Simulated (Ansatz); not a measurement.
Pressure series in ZnS

Start from ZnS in the wurtzite structure (space group P6_3mc, No. 186; a = 3.806 Å, c = 6.245 Å).

Cell and atoms are relaxed at each pressure.

All numbers come from Ansatz (a first-principles code), r2SCAN, PAW, cutoff 500 eV, spin-orbit coupling left out.

```tsv
change	shortest interatomic distance	density	electron mass	c/a ratio
base	2.333 Å	4.13 g/cm³	0.18 mₑ along c, 0.21 mₑ across (at Γ)	1.641
pressure −2 GPa	2.354 Å	4.02 g/cm³	0.18 mₑ along c, 0.20 mₑ across (at Γ)	1.640
pressure −1 GPa	2.344 Å	4.08 g/cm³	0.18 mₑ along c, 0.20 mₑ across (at Γ)	1.640
pressure 3 GPa	2.306 Å	4.28 g/cm³	0.18 mₑ along c, 0.21 mₑ across (at Γ)	1.643
pressure 7 GPa	2.276 Å	4.46 g/cm³	0.18 mₑ along c, 0.22 mₑ across (at Γ)	1.646
pressure 15 GPa	2.226 Å	4.76 g/cm³	0.19 mₑ along c, 0.24 mₑ across (at Γ)	1.653
pressure 30 GPa	2.155 Å	5.21 g/cm³	0.31 mₑ along c, 0.49 mₑ across (at K)	1.670
pressure 50 GPa	2.086 Å	5.70 g/cm³	0.29 mₑ along c, 0.45 mₑ across (at K)	1.706
pressure 75 GPa	2.018 Å	6.21 g/cm³	0.26 mₑ along c, 0.41 mₑ across (at K)	1.788
pressure 100 GPa	1.966 Å	6.69 g/cm³	0.24 mₑ along c, 0.36 mₑ across (at K)	1.902
```

The levels and masses belong to the bands next to the band gap. Load acts through the strain it causes; cell and atoms are relaxed under it. Masses are band curvatures over ±0.01 Å⁻¹ around the edge. Stability against distortions was not tested. Tetrahedral semiconductors of this kind turn to denser phases somewhere between about 1 and 50 GPa; those were not computed, so compressed cells here can lie past the real transition.
